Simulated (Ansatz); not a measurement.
Partial pair distribution functions of a relaxed model of amorphous Si24O53P2, broadened by 0.06 Å; density 2.21 g/cm³. Calculation: PBE, scalar-relativistic without spin-orbit coupling (plane waves to 420 eV, PAW; Ansatz, a quantum-chemistry and plane-wave program).

A CHGNet melt-quench gave the starting glass, which DFT then relaxed. O atoms were pushed apart under 1.9 Å during the dynamics, to hinder bonds among them. The hot cell started wider than the set density and was brought back towards it in steps. It is the lowest in DFT energy of 2 quenches. It is a model cell: composition and starting density were chosen by hand, and all elements were melted together. No dispersion term was used. Its density started from a set value of 2.21 and ended at 2.21 g/cm³. The quench (nominally 320 K/ps over its main leg) was far faster than any real one, so the model tends to hold more defects than a real film. One small periodic cell is one sample of the glass; other quenches scatter about these values. The volume was held where the preparation left it and the shape relaxed, at a PBE pressure of 0.4 GPa.

```json
[
 {"r (Å)": "1.25", "g Si-O": "0.00", "g O-P": "0.01", "g Si-Si": "0.00", "g O-O": "0.00"},
 {"r (Å)": "1.35", "g Si-O": "0.00", "g O-P": "1.09", "g Si-Si": "0.00", "g O-O": "0.00"},
 {"r (Å)": "1.45", "g Si-O": "0.24", "g O-P": "6.74", "g Si-Si": "0.00", "g O-O": "0.00"},
 {"r (Å)": "1.55", "g Si-O": "7.50", "g O-P": "13.72", "g Si-Si": "0.00", "g O-O": "0.00"},
 {"r (Å)": "1.65", "g Si-O": "16.49", "g O-P": "7.78", "g Si-Si": "0.00", "g O-O": "0.00"},
 {"r (Å)": "1.75", "g Si-O": "2.58", "g O-P": "0.34", "g Si-Si": "0.00", "g O-O": "0.00"},
 {"r (Å)": "1.85", "g Si-O": "0.03", "g O-P": "0.00", "g Si-Si": "0.00", "g O-O": "0.00"},
 {"r (Å)": "1.95", "g Si-O": "0.00", "g O-P": "0.00", "g Si-Si": "0.00", "g O-O": "0.00"},
 {"r (Å)": "2.05", "g Si-O": "0.00", "g O-P": "0.00", "g Si-Si": "0.00", "g O-O": "0.00"},
 {"r (Å)": "2.15", "g Si-O": "0.00", "g O-P": "0.00", "g Si-Si": "0.00", "g O-O": "0.00"},
 {"r (Å)": "2.25", "g Si-O": "0.00", "g O-P": "0.00", "g Si-Si": "0.00", "g O-O": "0.00"},
 {"r (Å)": "2.35", "g Si-O": "0.00", "g O-P": "0.00", "g Si-Si": "0.00", "g O-O": "0.04"},
 {"r (Å)": "2.45", "g Si-O": "0.00", "g O-P": "0.00", "g Si-Si": "0.00", "g O-O": "0.65"},
 {"r (Å)": "2.55", "g Si-O": "0.00", "g O-P": "0.00", "g Si-Si": "0.00", "g O-O": "3.65"},
 {"r (Å)": "2.65", "g Si-O": "0.00", "g O-P": "0.00", "g Si-Si": "0.00", "g O-O": "6.46"},
 {"r (Å)": "2.75", "g Si-O": "0.01", "g O-P": "0.00", "g Si-Si": "0.12", "g O-O": "3.65"},
 {"r (Å)": "2.85", "g Si-O": "0.07", "g O-P": "0.00", "g Si-Si": "1.77", "g O-O": "1.12"},
 {"r (Å)": "2.95", "g Si-O": "0.10", "g O-P": "0.00", "g Si-Si": "5.33", "g O-O": "0.35"},
 {"r (Å)": "3.05", "g Si-O": "0.17", "g O-P": "0.01", "g Si-Si": "4.43", "g O-O": "0.37"},
 {"r (Å)": "3.15", "g Si-O": "0.62", "g O-P": "0.54", "g Si-Si": "3.41", "g O-O": "0.42"},
 {"r (Å)": "3.25", "g Si-O": "0.92", "g O-P": "1.82", "g Si-Si": "1.00", "g O-O": "0.42"},
 {"r (Å)": "3.35", "g Si-O": "0.84", "g O-P": "1.29", "g Si-Si": "0.04", "g O-O": "0.48"},
 {"r (Å)": "3.45", "g Si-O": "0.87", "g O-P": "0.76", "g Si-Si": "0.00", "g O-O": "0.39"},
 {"r (Å)": "3.55", "g Si-O": "1.14", "g O-P": "1.48", "g Si-Si": "0.00", "g O-O": "0.71"},
 {"r (Å)": "3.65", "g Si-O": "1.48", "g O-P": "1.31", "g Si-Si": "0.00", "g O-O": "0.63"},
 {"r (Å)": "3.75", "g Si-O": "1.44", "g O-P": "1.06", "g Si-Si": "0.02", "g O-O": "0.53"},
 {"r (Å)": "3.85", "g Si-O": "1.67", "g O-P": "2.02", "g Si-Si": "0.15", "g O-O": "0.76"},
 {"r (Å)": "3.95", "g Si-O": "1.68", "g O-P": "2.44", "g Si-Si": "0.30", "g O-O": "0.79"},
 {"r (Å)": "4.05", "g Si-O": "1.72", "g O-P": "2.23", "g Si-Si": "0.44", "g O-O": "0.69"},
 {"r (Å)": "4.15", "g Si-O": "2.01", "g O-P": "2.08", "g Si-Si": "0.59", "g O-O": "0.76"},
 {"r (Å)": "4.25", "g Si-O": "1.79", "g O-P": "0.65", "g Si-Si": "0.65", "g O-O": "0.92"},
 {"r (Å)": "4.35", "g Si-O": "1.21", "g O-P": "0.62", "g Si-Si": "1.10", "g O-O": "0.97"},
 {"r (Å)": "4.45", "g Si-O": "0.71", "g O-P": "1.30", "g Si-Si": "1.61", "g O-O": "1.07"},
 {"r (Å)": "4.55", "g Si-O": "0.61", "g O-P": "1.08", "g Si-Si": "1.40", "g O-O": "1.19"},
 {"r (Å)": "4.65", "g Si-O": "0.55", "g O-P": "0.49", "g Si-Si": "1.01", "g O-O": "1.04"},
 {"r (Å)": "4.75", "g Si-O": "0.60", "g O-P": "0.44", "g Si-Si": "1.35", "g O-O": "1.22"},
 {"r (Å)": "4.85", "g Si-O": "0.80", "g O-P": "0.42", "g Si-Si": "1.40", "g O-O": "1.28"},
 {"r (Å)": "4.95", "g Si-O": "0.72", "g O-P": "0.56", "g Si-Si": "1.01", "g O-O": "1.45"},
 {"r (Å)": "5.05", "g Si-O": "0.74", "g O-P": "0.72", "g Si-Si": "1.16", "g O-O": "1.73"},
 {"r (Å)": "5.15", "g Si-O": "0.84", "g O-P": "0.69", "g Si-Si": "1.14", "g O-O": "1.65"}
]
```

Within 1.88 Å each Si has 4.00 O neighbours on average.
